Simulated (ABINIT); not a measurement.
Input and output of a self-consistent single point for AgBr (Fm-3m, 2 atoms in the cell) (ABINIT).

Method of the run: LDA (PW92), PAW (JTH v2.0 LDA PAW) (plane waves; ABINIT).

```xyz
2
Lattice="0.0000 2.9196 2.9196 2.9196 0.0000 2.9196 2.9196 2.9196 0.0000" Properties=species:S:1:pos:R:3 pbc="T T T"
Ag     0.0000     0.0000     0.0000
Br     2.9196     2.9196     2.9196
```

Reference input (self-consistent single point, DFT, PBE, plane waves, PAW (JTH v2.0 PBE PAW)): pseudos = [Ag.GGA_PBE-JTH.xml, Br.GGA_PBE-JTH.xml]; ecut = 20 Ha; pawecutdg = 40 Ha; pawxcdev = 0; occopt = 1; ngkpt = 8 8 8; nshiftk = 1; shiftk = 0 0 0; potentials = JTH v2.0 PBE PAW; nband = 12; kptopt = 1; nstep = 100. This run's input differs from it in these lines:

```diff
@@ -1,4 +1,4 @@
-# AgBr, JTH v2.0 PBE PAW
+# AgBr, JTH v2.0 LDA PAW
 pp_dirpath "./"
-pseudos "Ag.GGA_PBE-JTH.xml, Br.GGA_PBE-JTH.xml"
+pseudos "Ag.LDA_PW-JTH.xml, Br.LDA_PW-JTH.xml"
 acell 4.1290029705 4.1290029705 4.1290029705 Angstrom
```

Its files differ too (potentials: JTH v2.0 PBE PAW → JTH v2.0 LDA PAW).

Output (repeated stretches shortened):

```
--- !BeginCycle
solver: {iscf: 17, nstep: 100, nline: 4, wfoptalg: 10, }
tolerances: {toldfe: 1.00E-09, }
...

     iter   Etot(hartree)      deltaE(h)  residm     nres2
 ETOT  1  -52.039592670425    -5.204E+01 3.900E-02 9.339E-01
 ETOT  2  -52.059515095645    -1.992E-02 2.303E-03 3.900E-01
 ETOT  3  -52.058636897370     8.782E-04 3.746E-04 5.610E-02
 ETOT  4  -52.058521349067     1.155E-04 2.700E-04 1.719E-03
 ETOT  5  -52.058516069253     5.280E-06 3.930E-05 4.604E-05
 ETOT  6  -52.058516278738    -2.095E-07 2.450E-05 1.605E-05
 ETOT  7  -52.058516241391     3.735E-08 3.827E-06 3.648E-06
 ETOT  8  -52.058516227334     1.406E-08 2.038E-06 1.410E-08
 ETOT  9  -52.058516227793    -4.589E-10 3.577E-06 4.750E-08
 ETOT 10  -52.058516227627     1.661E-10 1.397E-06 6.791E-10
 At SCF step   10, etot is converged :
  for the second time, diff in etot=  1.661E-10 < toldfe=  1.000E-09

 Cartesian components of stress tensor (hartree/bohr^3)
  sigma(1 1)=  2.02543958E-04  sigma(3 2)=  0.00000000E+00
  sigma(2 2)=  2.02543958E-04  sigma(3 1)=  0.00000000E+00
  sigma(3 3)=  2.02543958E-04  sigma(2 1)=  0.00000000E+00

 ----iterations are completed or convergence reached----

 reduced coordinates (array xred) for    2 atoms
       0.000000000000      0.000000000000      0.000000000000
       0.500000000000      0.500000000000      0.500000000000
 cartesian forces (eV/Angstrom) at end:
    1     -0.00000000000000    -0.00000000000000    -0.00000000000000
    2     -0.00000000000000    -0.00000000000000    -0.00000000000000
 frms,max,avg= 0.0000000E+00 0.0000000E+00   0.000E+00  0.000E+00  0.000E+00 e/A
   [... lines left out ...]
 Fermi (or HOMO) energy (hartree) =   0.00205   Average Vxc (hartree)=  -0.37597
 Fermi (or HOMO) energy (eV) =   0.05582   Average Vxc (eV)= -10.23055
   [... lines left out ...]
local_psp           : -2.84739661438290E+01
total_energy        : -5.20585067935468E+01
total_energy_eV     : -1.41658401153762E+03
...

-Cartesian components of stress tensor (GPa)         [Pressure= -5.9590E+00 GPa]
- sigma(1 1)=  5.95904796E+00  sigma(3 2)=  0.00000000E+00
- sigma(2 2)=  5.95904796E+00  sigma(3 1)=  0.00000000E+00
- sigma(3 3)=  5.95904796E+00  sigma(2 1)=  0.00000000E+00

 Calculation completed.
```

The run converged in 10 iterations. Against the reference run the pressure goes from 0.02 to -5.96 GPa and the gap on the mesh goes from 0.682 to 0.386 eV.

The starting cell comes from a database of computed structures (which also holds hypothetical and non-ambient phases and stackings), without a prior relaxation at this level. Its lattice was rescaled by a random factor within 2.5 % of one. With a pressure of about -6 GPa the cell is away from its equilibrium volume at this level.
